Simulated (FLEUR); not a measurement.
A self-consistent single point of SiTe₂ (P-3m1, 3 atoms in the cell) with FLEUR.

Method of the run: FLEUR with LDA (Perdew-Zunger), all-electron FLAPW (FLEUR), scalar-relativistic valence.

```
SiTe2
1.0
    3.79211     0.00000     0.00000
   -1.89605     3.28406     0.00000
    0.00000     0.00000     7.06352
Si Te
1 2
Cartesian
  0.00000   0.00000   0.00000
  0.00000   2.18938   5.46299
  1.89606   1.09469   1.60052
```

Reference input (self-consistent single point, DFT, PBEsol, all-electron FLAPW (FLEUR), scalar-relativistic valence): Kmax = 4.3 1/bohr; GmaxXC = 17.2 1/bohr; xcFunctional = PBEs; jspins = 1; l_soc = F; mode = gauss; fermiSmearingEnergy = 0.00999582 Htr; mesh (inpgen div1-3) = 8 8 4; inpgen gamma flag = true; Gmax = 17.2 1/bohr; numbands = 0; maxIterBroyd = 15. This run's input differs from it in these lines:

```diff
@@ -15,3 +15,3 @@
 &comp jspins=1 /
-&exco xctyp='PBEs' /
+&exco xctyp='pz' /
 &kpt div1=8 div2=8 div3=4 gamma=t /
@@ -28,3 +28,3 @@
       <coreElectrons ctail="T" frcor="F" kcrel="0" coretail_lmax="0"/>
-      <xcFunctional name="PBEs" relativisticCorrections="F"/>
+      <xcFunctional name="pz" relativisticCorrections="F"/>
       <magnetism jspins="1"/>
```

Output, abridged:

```
 Iteration:     1   Distance:       5.40906719 me/bohr^3
 Iteration:     2   Distance:       4.80222944 me/bohr^3
 Iteration:     3   Distance:       2.92796906 me/bohr^3
 Iteration:     4   Distance:       1.12374674 me/bohr^3
 Iteration:     5   Distance:       0.74767787 me/bohr^3
   [... 6 lines left out ...]
 Iteration:    12   Distance:       0.00052214 me/bohr^3
 Iteration:    13   Distance:       0.00005431 me/bohr^3
 Iteration:    14   Distance:       0.00002790 me/bohr^3
 Iteration:    15   Distance:       0.00000653 me/bohr^3
 Reset of history
 Run finished successfully
 Stop message:
   Structural relaxation: new displacements generated

[file out, last iteration]
             iter=     16
[...]
          total density-effective poten   -2.3054188391E+04
          total charge density-energy d   -3.6082475676E+02
 Updated energy parameters for spin:           1
[...]
 fermi energy and band-weighting factors:

[...]
FERMIE:
          first approx. to ef    (T=0)  :   0.228694 htr   (energy of the highest occ. eigenvalue)
          number of occ. states  (T=0)  :        631
          first approx. to seigv (T=0)  : -21.620671 htr
          sum of weights of occ. states :  18.000000
          sum of semicore charge        :   0.000000 e
          fermi energy=   0.23028 har   work function=  -6.26628 ev
          number of valence electrons=  36.00000
   [... lines left out ...]
          total moment                 =     0.00000
 Direct bandgap for spin            1 :    2.7517910531642598E-002  Htr
 ---->    free energy=                    -13871.6284833186 htr
   [... lines left out ...]
      extrapolation for T->0
 ---->    total electron energy=          -13871.6284833186 htr
 ***** TOTAL FORCES ON ATOMS *****
 TOTAL FORCE FOR ATOM TYPE=  1  X=  0.000   Y=  0.000   Z=  0.000
                       FX_TOT= 0.000000 FY_TOT= 0.000000 FZ_TOT= 0.000000
 TOTAL FORCE FOR ATOM TYPE=  2  X=  3.583   Y= -2.069   Z= -3.025
                       FX_TOT= 0.000000 FY_TOT= 0.000000 FZ_TOT=-0.001234
```

The run converged in 15 iterations. FLEUR gives forces in its relaxation mode, with a further iteration, so its stop message speaks of a relaxation. Against the reference run the largest force goes from 0.136 to 0.063 eV/Å.

The starting cell comes from a database of computed structures (which also holds hypothetical and non-ambient phases and stackings), without a prior relaxation at this level. Its lattice was rescaled by a random factor within 2.5 % of one. Spin-orbit coupling is off. Values depend on the basis (sphere radii, cutoffs, local orbitals), which need not be converged. No gap is read from this output. The log's line on a gap gives a spacing of levels on this mesh, which the program prints for metals too.

Cost on one core of a shared machine: roughly 4 min.
